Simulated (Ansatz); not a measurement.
WS2: response to strain

Start from WS2 (space group P6_3/mmc, No. 194; a = 3.115 Å, c = 11.772 Å; layered, stacked along the Cartesian z axis). Axes: x lies along a and z along c of the hexagonal cell.

Strains are applied to the cell and any free atomic positions relax.

The values are results of Ansatz (a quantum-chemistry and plane-wave program) PBEsol-D3(BJ), no SOC, not measurements.

Notes on the quantities. energy relative to the base: free energy F.

| case | energy relative to the base | band gap | width of the top valence band | volume per atom |
|---|---|---|---|---|
| base | 0 meV/atom | 0.65 eV | 2.05 eV | 16.48 Å³ |
| uniaxial strain ε_zz = −3.00 % | +5.6 meV/atom | 0.46 eV | 2.18 eV | 15.99 Å³ |
| uniaxial strain ε_zz = −2.40 % | +3.4 meV/atom | 0.50 eV | 2.16 eV | 16.09 Å³ |
| uniaxial strain ε_zz = −1.80 % | +1.9 meV/atom | 0.54 eV | 2.13 eV | 16.19 Å³ |
| uniaxial strain ε_zz = −1.20 % | +0.8 meV/atom | 0.58 eV | 2.10 eV | 16.29 Å³ |
| uniaxial strain ε_zz = −0.60 % | +0.2 meV/atom | 0.62 eV | 2.08 eV | 16.39 Å³ |

With W present, leaving out spin-orbit coupling can change the band edges. Stability against distortions was not tested.
